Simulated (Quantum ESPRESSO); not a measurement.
Checking a run of Quantum ESPRESSO on InAsF6 (R-3, 8 atoms in the cell). The aim is a self-consistent single point with DFT, LDA (PZ), plane waves, GBRV 1.5 ultrasoft (LDA) pseudopotentials.

Input as run:

```fortran
&control
 calculation = 'scf'
 prefix = 'scf'
 outdir = './tmp'
 pseudo_dir = './'
 tprnfor = .true.
 tstress = .true.
/
&system
 ibrav = 0
 nat = 8
 ntyp = 3
 ecutwfc = 40
 ecutrho = 80
 occupations = 'smearing'
 smearing = 'fd'
 degauss = 0.0036749
/
&electrons
 conv_thr = 1.0e-11
 mixing_beta = 0.3
/
ATOMIC_SPECIES
In   114.8180  in_lda_v1.4.uspp.F.UPF
As    74.9216  as_lda_v1.uspp.F.UPF
F     18.9984  f_lda_v1.4.uspp.F.UPF
CELL_PARAMETERS bohr
   7.217506614     4.167029387     4.950963394
  -7.217506614     4.167029387     4.950963394
   0.000000000    -8.334058773     4.950963394
ATOMIC_POSITIONS alat
In    0.000000000    0.000000000    0.000000000
As    0.000000000    0.000000000    0.766107397
F    -0.212257293    0.185187189    0.563747789
F     0.212257293   -0.185187189    0.968467005
F    -0.054248163   -0.276413803    0.563747789
F     0.054248163    0.276413803    0.968467005
F     0.266505457    0.091226614    0.563747789
F    -0.266505457   -0.091226614    0.968467005
K_POINTS automatic
5 5 5  0 0 0
```

Output (repeated stretches shortened):

```
     Message from routine set_cutoff:
     ecutrho < 4*ecutwfc, are you sure?
     Message from routine setup:
     using ibrav=0 with symmetry is DISCOURAGED, use correct ibrav instead
     G-vector sticks info
     --------------------
   [... lines left out ...]
         2        As     tau(   2) = (   0.0000000   0.0000000   0.7661074  )
         3        F      tau(   3) = (  -0.2122573   0.1851872   0.5637478  )
         4        F      tau(   4) = (   0.2122573  -0.1851872   0.9684670  )
         5        F      tau(   5) = (  -0.0542482  -0.2764138   0.5637478  )
         6        F      tau(   6) = (   0.0542482   0.2764138   0.9684670  )
         7        F      tau(   7) = (   0.2665055   0.0912266   0.5637478  )
         8        F      tau(   8) = (  -0.2665055  -0.0912266   0.9684670  )

     number of k points=    23  Fermi-Dirac smearing, width (Ry)=  0.0037
                       cart. coord. in units 2pi/alat
        k(    1) = (   0.0000000   0.0000000   0.0000000), wk =   0.0160000
        k(    2) = (   0.0000000  -0.1550863   0.1305300), wk =   0.0960000
        k(    3) = (   0.0000000  -0.3101726   0.2610600), wk =   0.0960000
   [... 20 lines left out ...]

     Dense  grid:    10851 G-vectors     FFT dimensions: (  27,  27,  27)

     Initial potential from superposition of free atoms

     starting charge      58.4998, renormalised to      60.0000

     negative rho (up, down):  2.096E-04 0.000E+00
     Self-consistent Calculation

     iteration #  1     ecut=    40.00 Ry     beta= 0.30

     negative rho (up, down):  7.580E-05 0.000E+00

     total energy              =    -464.41956053 Ry
     estimated scf accuracy    <       0.82797392 Ry

     iteration #  2     ecut=    40.00 Ry     beta= 0.30

     negative rho (up, down):  2.702E-05 0.000E+00

     total energy              =    -464.43391027 Ry
     estimated scf accuracy    <       0.12664660 Ry

     iteration #  3     ecut=    40.00 Ry     beta= 0.30

     negative rho (up, down):  4.224E-05 0.000E+00

     total energy              =    -464.45390609 Ry
     estimated scf accuracy    <       0.01012603 Ry

   [... 8 blocks of this kind left out ...]

     iteration # 12     ecut=    40.00 Ry     beta= 0.30

     negative rho (up, down):  1.159E-04 0.000E+00

     total energy              =    -464.45409669 Ry
     estimated scf accuracy    <          4.0E-11 Ry

     iteration # 13     ecut=    40.00 Ry     beta= 0.30

     negative rho (up, down):  1.159E-04 0.000E+00
     End of self-consistent calculation

     the Fermi energy is     2.7233 ev

!    total energy              =    -464.45409656 Ry
     estimated scf accuracy    <          2.2E-12 Ry
     smearing contrib. (-TS)   =      -0.00000000 Ry
     internal energy E=F+TS    =    -464.45409656 Ry

     convergence has been achieved in  13 iterations

     negative rho (up, down):  1.159E-04 0.000E+00

     Forces acting on atoms (cartesian axes, Ry/au):

     atom    1 type  1   force =    -0.00000000   -0.00000000   -0.00000000
     atom    2 type  2   force =     0.00000000    0.00000000    0.00000000
     atom    3 type  3   force =     0.00516418   -0.00605040    0.00467556
     atom    4 type  3   force =    -0.00516418    0.00605040   -0.00467556
   [... lines left out ...]
     Total force =     0.022601     Total SCF correction =     0.000003
   [... lines left out ...]

     negative rho (up, down):  1.159E-04 0.000E+00
          total   stress  (Ry/bohr**3)                   (kbar)     P=      -36.48
  -0.00024720   0.00000000   0.00000000          -36.36        0.00        0.00
  -0.00000000  -0.00024720   0.00000000           -0.00      -36.36        0.00
  -0.00000000   0.00000000  -0.00024964           -0.00        0.00      -36.72

   JOB DONE.
```

Task: Can these results be used? Check the input.

Result: The run is not sound. The fault is a density cutoff or grid that is too coarse. The density and potential grid has to resolve products of orbitals and any augmentation charge. To fix it, restore the density cutoff. The run converged in 13 iterations without an error; against the sound input the free energy drops by 15.7 meV/atom, the pressure goes from -4.68 to -3.65 GPa, the largest force goes from 0.273 to 0.237 eV/Å and the gap on the mesh goes from 3.373 to 3.386 eV.

An input that runs soundly differs in these lines (not the only fix; some lines may just follow from the change or write a value another way):
```diff
- ecutrho = 80
+ ecutrho = 200
```

With that input, the run converged in 12 iterations: free energy E − TS -6319.0943 eV; top of the valence band (on the code's own zero) 0.80 eV; gap on the k-point mesh 3.37 eV; pressure -4.68 GPa; largest force (vector length) 0.273 eV/Å (DFT, LDA (PZ), plane waves, GBRV 1.5 ultrasoft (LDA) pseudopotentials).

On the sound input: the starting cell comes from a database of computed structures (which also holds hypothetical and non-ambient phases and stackings), without a prior relaxation at this level. With a pressure of about -5 GPa the cell is away from its equilibrium volume at this level.
